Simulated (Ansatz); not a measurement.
## What pressure 75 GPa does to KTaO3

Start from KTaO3 in the cubic perovskite structure (space group Pm-3m, No. 221; a = 4.023 Å).

Modification: a hydrostatic pressure of 75 GPa.

Calculations: PBE/PAW in Ansatz (a first-principles code), scalar-relativistic without spin-orbit coupling, earlier PAW set. Settings: 8×8×8 k-points, 0.05 eV Fermi–Dirac smearing.

```csv
quantity,base,changed,shift
volume per atom,13.02 Å³,10.29 Å³,-2.736 Å³
density,6.84 g/cm³,8.65 g/cm³,+1.818 g/cm³
lattice parameter a,4.023 Å,3.719 Å,-0.304 Å
shortest interatomic distance,2.012 Å,1.860 Å,-0.152 Å
enthalpy H = E + PV relative to the base's energy,–,+5.33 eV/atom,–
band gap,2.17 eV,2.65 eV,+0.48 eV
gap character,"indirect, R → Γ","indirect, R → Γ",–
smallest direct gap,2.81 eV,3.00 eV,+0.19 eV
width of the top valence band,1.08 eV,1.21 eV,+0.13 eV
```

Cost of the whole job for the changed cell (relaxation, final SCF and bands): around 30 core-seconds (rough).

Spin-orbit coupling, missing from the scalar runs, can matter with Ta. Load acts through the strain it causes; cell and atoms are relaxed under it. Whether these cells are dynamically stable was not tested. Competing high-pressure phases were not computed.
